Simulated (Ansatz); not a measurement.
The reference is K in the bcc (W type) structure (space group Im-3m, No. 229; relaxed with 0.1 eV smearing).

```xyz
1
Lattice="-2.6073 2.6073 2.6073 2.6073 -2.6073 2.6073 2.6073 2.6073 -2.6073" Properties=species:S:1:pos:R:3 pbc="T T T"
K      0.0000     0.0000     0.0000
```

Cartesian axes are those of the cell as printed.

Method: PBEsol (Ansatz, an electronic-structure program), no spin-orbit coupling.

Now apply this change: compressive biaxial strain of 2.08 % in the plane normal to [111], as in epitaxy on a mismatched substrate; the out-of-plane cell vector and the atoms relax.

Problem. How does this affect the energy relative to the base, in-plane stress and ratio −ε⊥/ε∥?

Solution. The energy grows by 1.8 meV/atom; the mean in-plane stress (compression positive) is +0.2 GPa; the ratio −ε⊥/ε∥ comes out as 0.60.

Whether these cells are dynamically stable was not tested.
